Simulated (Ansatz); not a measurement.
Start from Ru in the hcp (Mg type) structure (space group P6_3/mmc, No. 194; a = 2.722 Å, c = 4.294 Å; relaxed with 0.1 eV smearing). Axes: x lies along a and z along c of the hexagonal cell.

Computed with plane-wave PAW DFT at the PBE level (Ansatz, a first-principles code, 420 eV), no spin-orbit coupling.

Perturbation: the cell is scaled by 1.0250 in all directions, atoms relaxed at fixed cell.

Question: Predict the stress tensor and what it implies for the stiffness.

Answer: Stress of the strained cell less that of the base (GPa, compression positive):
```
  -18.8     0.0     0.0
    0.0   -18.8     0.0
    0.0     0.0   -20.1
```

Then B = −ΔP/(ΔV/V₀) with ΔV/V₀ = 0.0769 gives secant stiffness values (nonlinear terms included at this strain): B (at held cell shape, above the free-shape value) ≈ 250 GPa.

As a check, the harmonic strain energy −½ V₀ Δσ:ε is 62 meV/atom; the computed energy rise is 68 meV/atom.

Whether these cells are dynamically stable was not tested. The final runs are not spin-polarised.
